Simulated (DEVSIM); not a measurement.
Model (solved in DEVSIM): 1D Poisson equation in equilibrium, Boltzmann statistics, complete ionisation; no quantum confinement or tunnelling. Metal contacts follow the ideal Schottky-Mott rule: no Fermi-level pinning, no interface dipoles.

Device: Cr/SiO2/n-Si capacitor, at 300 K.

```
layer (left to right)  material  thickness (nm)  Nd (cm⁻³)
---------------------  --------  --------------  ---------
1                          SiO2            24.0          -
2                            Si            1000     3.3e17
```

Metal gate on the left, work function 4.5 eV. Fixed charge at the semiconductor interface 1.8e11 cm⁻² (in units of +e); no interface traps.

This is a model device: material constants are rounded textbook-type values typed into the input, and sizes, dopings and lifetimes were drawn at random. Values at 300 K; Nc and Nv go as T^1.5, mobilities as T to minus their exponent, the gap by Varshni's rule with the affinity fixed.

```tsv
parameter	SiO2	Si
gap (eV)	9	1.124
affinity (eV)	0.9	4.05
permittivity	3.9	11.7
Nc (cm⁻³)	-	2.86e19
Nv (cm⁻³)	-	3.1e19
Varshni α (eV/K)	-	0.000473
Varshni β (K)	-	636
```

One input was changed, with this effect: capacitance of the dielectric stack 0.144 → 0.360 μF/cm²; minimum of the low-frequency capacitance 0.0827 → 0.129 μF/cm²; flat-band voltage 0.13 → 0.25 V.

**Question.** Which change was it?
(A) gate work function 4.5 → 4.2 eV
(B) SiO2 thickness 0.024 → 0.0096 μm
(C) temperature 300 → 450 K
(D) fixed charge 1.8e+11 → 1.14e+12 cm^-2
(E) interface trap density 0 → 1e+12 cm^-2 eV^-1
(F) substrate doping 3.3e+17 → 6.6e+16 cm^-3

**Answer.** B, SiO2 thickness 0.024 → 0.0096 μm
